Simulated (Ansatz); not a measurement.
## Response to strain in TiO2

The parent structure is TiO2 in the rutile structure (space group P4_2/mnm, No. 136; a = 4.5912 Å, c = 2.9390 Å). Axes: x, y, z lie along a, b, c of the conventional cell.

Strains are applied to the cell and any free atomic positions relax.

All numbers come from Kohn–Sham DFT with the PBEsol functional, run in Ansatz (a first-principles code) with PAW and 420 eV plane waves, spin-orbit coupling left out.

Notes on the quantities. energy relative to the base: free energy F; pressure: mean of the normal stresses, compression positive.

```csv
case,electron mass,energy relative to the base,pressure,band gap
base,"0.54 mₑ along c, 1.1 mₑ across (at Γ)",0 meV/atom,0.0 kbar,1.87 eV
tensor shear ε_xz = +1.00 %,"0.54 mₑ along z, 1.1 mₑ across (at Γ)",+1.6 meV/atom,0.3 kbar,1.87 eV
tensor shear ε_xz = +1.67 %,"0.53 mₑ along z, 1.1 mₑ across (at Γ)",?,?,1.86 eV
tensor shear ε_xz = +0.67 %,"0.54 mₑ along z, 1.1 mₑ across (at Γ)",+0.7 meV/atom,0.1 kbar,1.87 eV
tensor shear ε_xz = +2.00 %,"0.53 mₑ along z, 1.1 mₑ across (at Γ)",+6.2 meV/atom,0.8 kbar,1.85 eV
tensor shear ε_xz = +0.33 %,"0.54 mₑ along z, 1.1 mₑ across (at Γ)",+0.2 meV/atom,0.0 kbar,1.87 eV
tensor shear ε_xz = +1.33 %,"0.54 mₑ along z, 1.1 mₑ across (at Γ)",+2.7 meV/atom,0.5 kbar,1.86 eV
```

Problem. Some entries are withheld; estimate them.

Solution. 
- tensor shear ε_xz = +1.67 %, energy relative to the base: +4.3 meV/atom
- tensor shear ε_xz = +1.67 %, pressure: 0.7 kbar

Masses are band curvatures over ±0.01 Å⁻¹ around the edge. Stability against distortions was not tested. The final runs are not spin-polarised.
